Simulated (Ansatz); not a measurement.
Defect migration in zinc-blende GaP: interstitial Zn, charge state +2. Level of theory: PBE, PAW (plane waves to 420 eV; Ansatz, a program for electronic structure).

Settings: 64 host sites, the relaxed PBE lattice, one k-point at (0.250, 0.250, 0.250), smearing 0.01 eV, spin-restricted, no image-charge correction. No zero-point or tunnelling terms. The charge state is imposed; whether it is stable for some Fermi level was not computed. Sites that were not tried may lie lower.

Barriers: single points on a 2×2×2 k-point mesh shifted by half a step at the bands' geometries.

Relaxed starting cell (atoms counted from 1):

```yaml
crystal:
  lattice:
    - [11.01454, 0.00000, 0.00000]
    - [0.00000, 11.01454, 0.00000]
    - [0.00000, 0.00000, 11.01454]
  atoms:
    - { symbol: Ga, position: [0.99861, 0.99877, 0.99949] }
    - { symbol: Ga, position: [0.99398, 0.99395, 0.50558] }
    - { symbol: Ga, position: [0.99374, 0.50489, 0.99454] }
    - { symbol: Ga, position: [0.99928, 0.50068, 0.50133] }
    - { symbol: Ga, position: [0.50483, 0.99389, 0.99458] }
    - { symbol: Ga, position: [0.50054, 0.99945, 0.50137] }
    - { symbol: Ga, position: [0.50050, 0.50067, 0.00011] }
    - { symbol: Ga, position: [0.50598, 0.50610, 0.50665] }
    - { symbol: P, position: [0.12315, 0.12351, 0.37763] }
    - { symbol: P, position: [0.12296, 0.12311, 0.87418] }
    - { symbol: P, position: [0.12352, 0.62686, 0.37757] }
    - { symbol: P, position: [0.12541, 0.62555, 0.87510] }
    - { symbol: P, position: [0.62663, 0.12376, 0.37750] }
    - { symbol: P, position: [0.62547, 0.12552, 0.87504] }
    - { symbol: P, position: [0.62593, 0.62612, 0.37501] }
    - { symbol: P, position: [0.62504, 0.62521, 0.87559] }
    - { symbol: Ga, position: [0.98991, 0.24989, 0.25018] }
    - { symbol: Ga, position: [0.99946, 0.24955, 0.75008] }
    - { symbol: Ga, position: [0.99940, 0.74952, 0.25031] }
    - { symbol: Ga, position: [0.99926, 0.74976, 0.75050] }
    - { symbol: Ga, position: [0.50971, 0.24990, 0.25066] }
    - { symbol: Ga, position: [0.50030, 0.25023, 0.75095] }
    - { symbol: Ga, position: [0.50023, 0.75025, 0.25082] }
    - { symbol: Ga, position: [0.50065, 0.75030, 0.75094] }
    - { symbol: P, position: [0.12319, 0.37715, 0.12410] }
    - { symbol: P, position: [0.12355, 0.37695, 0.62753] }
    - { symbol: P, position: [0.12296, 0.87345, 0.12377] }
    - { symbol: P, position: [0.12542, 0.87436, 0.62624] }
    - { symbol: P, position: [0.62656, 0.37690, 0.12444] }
    - { symbol: P, position: [0.62586, 0.37444, 0.62672] }
    - { symbol: P, position: [0.62547, 0.87439, 0.12618] }
    - { symbol: P, position: [0.62508, 0.87493, 0.62584] }
    - { symbol: Ga, position: [0.24952, 0.99009, 0.25019] }
    - { symbol: Ga, position: [0.24950, 0.99965, 0.75015] }
    - { symbol: Ga, position: [0.24978, 0.50994, 0.25070] }
    - { symbol: Ga, position: [0.25010, 0.50048, 0.75081] }
    - { symbol: Ga, position: [0.74941, 0.99960, 0.25030] }
    - { symbol: Ga, position: [0.74968, 0.99932, 0.75054] }
    - { symbol: Ga, position: [0.75009, 0.50038, 0.25081] }
    - { symbol: Ga, position: [0.75010, 0.50073, 0.75097] }
    - { symbol: P, position: [0.37697, 0.12329, 0.12389] }
    - { symbol: P, position: [0.37674, 0.12381, 0.62748] }
    - { symbol: P, position: [0.37670, 0.62678, 0.12446] }
    - { symbol: P, position: [0.37433, 0.62608, 0.62670] }
    - { symbol: P, position: [0.87337, 0.12315, 0.12380] }
    - { symbol: P, position: [0.87422, 0.12544, 0.62616] }
    - { symbol: P, position: [0.87424, 0.62556, 0.12613] }
    - { symbol: P, position: [0.87474, 0.62522, 0.62592] }
    - { symbol: Ga, position: [0.24947, 0.24966, 0.99074] }
    - { symbol: Ga, position: [0.24963, 0.24983, 0.51067] }
    - { symbol: Ga, position: [0.24959, 0.74951, 0.00028] }
    - { symbol: Ga, position: [0.25010, 0.75019, 0.50104] }
    - { symbol: Ga, position: [0.74932, 0.24970, 0.00038] }
    - { symbol: Ga, position: [0.75005, 0.25020, 0.50112] }
    - { symbol: Ga, position: [0.74968, 0.74985, 0.99999] }
    - { symbol: Ga, position: [0.75016, 0.75024, 0.50141] }
    - { symbol: P, position: [0.37714, 0.37741, 0.37821] }
    - { symbol: P, position: [0.37649, 0.37668, 0.87465] }
    - { symbol: P, position: [0.37651, 0.87405, 0.37735] }
    - { symbol: P, position: [0.37339, 0.87426, 0.87487] }
    - { symbol: P, position: [0.87375, 0.37669, 0.37743] }
    - { symbol: P, position: [0.87409, 0.37344, 0.87486] }
    - { symbol: P, position: [0.87409, 0.87428, 0.37423] }
    - { symbol: P, position: [0.87443, 0.87448, 0.87512] }
    - { symbol: Zn, position: [0.25027, 0.25026, 0.25080] }
```
Cell charge +2.

End state 1 differs by these moves (Å; atoms that move under 0.08 Å are left out):

| atom | element | Δx | Δy | Δz |
|---|---|---|---|---|
| 2 | Ga | 0.06 | 0.05 | -0.04 |
| 3 | Ga | 0.06 | -0.05 | 0.06 |
| 5 | Ga | -0.04 | 0.05 | 0.06 |
| 6 | Ga | 0.09 | -0.09 | 0.09 |
| 8 | Ga | -0.05 | -0.05 | -0.05 |
| 17 | Ga | 0.10 | 0.02 | -0.02 |
| 21 | Ga | -0.01 | 0.11 | -0.10 |
| 27 | P | -0.07 | -0.06 | -0.07 |
| 32 | P | 0.06 | -0.05 | 0.06 |
| 33 | Ga | -0.13 | -0.01 | -0.13 |
| 35 | Ga | -0.02 | -0.11 | -0.02 |
| 49 | Ga | -0.02 | 0.03 | 0.10 |
| 50 | Ga | -0.10 | 0.11 | -0.02 |
| 65 | Zn | 1.34 | -1.41 | 1.35 |

### Question
What forward and backward barriers to end state 1 does PBE, PAW give?

### Answer
forward 0.58 eV, backward 0.032 eV; at the saddle point atom 65 has neighbours 3 Ga at 2.53, Ga at 2.87; 2 P at 2.51, P at 2.52, P at 3.06, P at 3.07, P at 3.08 Å. The saddle point's order was not checked, and it lies on a symmetry element of the cell, where a band can be held.
